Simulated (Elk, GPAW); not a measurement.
An Elk input for a self-consistent single point of Cu (Fm-3m, 1 atom in the cell) (DFT, LDA (PW92), all-electron FP-LAPW, Elk's shipped species files, default APW+lo basis):

```
tasks
  0

rmtscf
  0.94

stype
  0

swidth
  0.00734986

maxscl
  100

avec
    0.0000000000    3.4109556549    3.4109556549
    3.4109556549    0.0000000000    3.4109556549
    3.4109556549    3.4109556549    0.0000000000

atoms
  1
  'Cu.in'
  1
  0.0000000000  0.0000000000  0.0000000000    0.0 0.0 0.0

ngridk
  21 21 21
```

**Question.** Give the GPAW input for the same structure, mesh, smearing and functional.

**Answer.** This is the input that was run; spellings and numerical settings could be chosen otherwise.

```python
from ase import Atoms
from ase.units import GPa
from gpaw import GPAW

atoms = Atoms(['Cu'],
              cell=[[0.000000, 1.805000, 1.805000],
                    [1.805000, 0.000000, 1.805000],
                    [1.805000, 1.805000, 0.000000]],
              positions=[[0.000000, 0.000000, 0.000000]],
              pbc=True)

calc = GPAW(mode={'name': 'pw', 'ecut': 800},
            xc='LDA',
            kpts=(21, 21, 21),
            occupations={'name': 'methfessel-paxton', 'width': 0.2, 'order': 0},
            nbands=-7,
            symmetry={'symmorphic': False, 'tolerance': 0.0005},
            maxiter=100)

atoms.calc = calc

energy = atoms.get_potential_energy()
print('Energy (eV):', round(energy, 6))
forces = atoms.get_forces()
print('Forces (eV/Ang):')
print(forces.round(5))
stress = atoms.get_stress()
print('Stress (GPa, Voigt):', (stress / GPa).round(4))
```

Basis, cutoffs, solver keys and any potentials are the target program's own. This input uses DFT LDA (Perdew-Wang 92), plane waves, GPAW PAW datasets LDA (gpaw-data 1.0.1). LDA parametrisations can differ slightly between programs.

The starting cell has typed, rounded lattice constants, without a prior relaxation at this level.
